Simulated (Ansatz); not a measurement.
Start from Nb in the bcc (W type) structure (space group Im-3m, No. 229; a = 3.247 Å).

Method: LDA (Ansatz, a program for electronic structure, PAW, no SOC).

Before the change:

```
Item                                Value
-----------------------------  ----------
Density                        9.01 g/cm³
Shortest interatomic distance     2.812 Å
```

It is then changed as follows: cell and atoms relaxed at a pressure of 2.1 GPa.

**Question.** What does the calculation give for the density and shortest interatomic distance after the change?

**Answer.** The density grows by 0.10 g/cm³ (9.01 g/cm³ → 9.11 g/cm³); the shortest interatomic distance decreases by 0.010 Å (2.812 Å → 2.802 Å).

Load acts through the strain it causes; cell and atoms are relaxed under it. Whether these cells are dynamically stable was not tested. The final runs are not spin-polarised.
